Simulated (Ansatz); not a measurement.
# NbN (space group P6_3/mmc, No. 194)

```
CELL_PARAMETERS angstrom
      2.96337     0.00000     0.00000
     -1.48169     2.56635     0.00000
      0.00000     0.00000    11.15511
ATOMIC_POSITIONS crystal
  Nb 0.66667 0.33333 0.87820
  Nb 0.33333 0.66667 0.12180
  Nb 0.33333 0.66667 0.37820
  Nb 0.66667 0.33333 0.62180
  N  0.00000 0.00000 0.00000
  N  0.00000 0.00000 0.50000
  N  0.66667 0.33333 0.25000
  N  0.33333 0.66667 0.75000
```

Calculations: DFT with PBEsol, PAW potentials and a 420 eV plane-wave cutoff in Ansatz (a first-principles code), no spin-orbit coupling. Γ-centred 18×18×5 mesh, Fermi–Dirac width 0.05 eV.

Volume per atom: 10.60 Å³
Density: 8.37 g/cm³
Band gap: zero
Total energy: -2438.105 eV/atom (σ→0; compares only within this code and set-up)

No phonon test of stability was made. All final runs are without spin polarisation.
